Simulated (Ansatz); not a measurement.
## Response to strain in InAs

Base system: InAs in the zinc blende structure (space group F-43m, No. 216; a = 6.0869 Å). Axes: x, y, z lie along the cube axes.

Strains are applied to the cell and any free atomic positions relax.

Levels (all Ansatz, a first-principles code, PAW): PBEsol (420 eV, without spin-orbit coupling); r2SCAN (500 eV, scalar-relativistic without spin-orbit coupling).

Pressures by level, all at the geometries relaxed with PBEsol:

```csv
case,PBEsol,r2SCAN
base,0.0 GPa,0.6 GPa
isotropic strain +1.18 %,-1.8 GPa,…
isotropic strain +2.90 %,-3.9 GPa,-3.6 GPa
uniaxial strain ε_zz = +4.20 %,-2.1 GPa,…
"strain tensor (xx, yy, zz, yz, xz, xy) = (+0.16, −0.42, −1.07, −0.68, −0.95, +0.48) %",0.8 GPa,–
```

Q: Complete the table.

A: 
- isotropic strain +1.18 %, r2SCAN: -1.3 GPa
- uniaxial strain ε_zz = +4.20 %, r2SCAN: -1.6 GPa

Single points use the geometry relaxed with PBEsol. Their cutoffs differ, which shifts pressures a little. The mesh was chosen for an insulator and is coarse for the gapless case. Stability against distortions was not tested. The final runs are not spin-polarised.
